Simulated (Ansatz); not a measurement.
System: AlB2-type MgB₂. Method: PBEsol-D3(BJ) (Ansatz, a program for electronic structure, plane waves, PAW).

Settings: plane-wave cutoff 520 eV, 24×24×16 k mesh (along the axes of the cell as run), Fermi–Dirac smearing 0.05 eV, scalar-relativistic PAW data made under PBE.

Properties against volume:

Shape and atoms are relaxed at each volume.

```csv
V (Å³/atom),P (GPa),c (Å),a (Å)
8.843,6.76,3.383,3.009
9.028,3.23,3.417,3.025
9.212,0.00,3.450,3.041
9.396,-2.94,3.483,3.057
9.580,-5.62,3.515,3.073
```

Note: the bulk modulus comes from volumes at which shape and atoms were relaxed.
